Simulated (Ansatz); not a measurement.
Seebeck coefficient (μV/K, mean over directions) of n-type MgBr$_{2}$ (P-3m1) against carrier density, PBEsol+D3BJ, rigid bands run with Ansatz (a first-principles code). Computed gap 4.26 eV; densities at which minority carriers matter at this gap, or further valleys turn the trend, are left out. Conductivity mass 0.27 mₑ (harmonic mean over directions), N_c = 3.5e18 cm⁻³ at 300 K.

```tsv
electron density	300 K	500 K
1e16 cm⁻³	-718	(withheld)
1e17 cm⁻³	-520	-587
1e18 cm⁻³	-323	-389
3e18 cm⁻³	-233	-297
1e19 cm⁻³	-144	-200
3e19 cm⁻³	-80	(withheld)
1e20 cm⁻³	(withheld)	-63
3e20 cm⁻³	-19	-33
```

**Question.** Complete the blanks.

**Answer.** 
- 1e16 cm⁻³, 500 K: -785
- 3e19 cm⁻³, 500 K: -123
- 1e20 cm⁻³, 300 K: -38

Rigid bands with a gap fixed in temperature, one relaxation time for all states, no polarons or phonon drag, and whether or not such doping can be reached. Spin-orbit coupling is left out. Geometry: cell and atoms relaxed with PBEsol+D3(BJ).

Formula and space group known from diffraction (Crystallography Open Database), not checked to be the room-temperature form: MgBr2 (P-3m1).
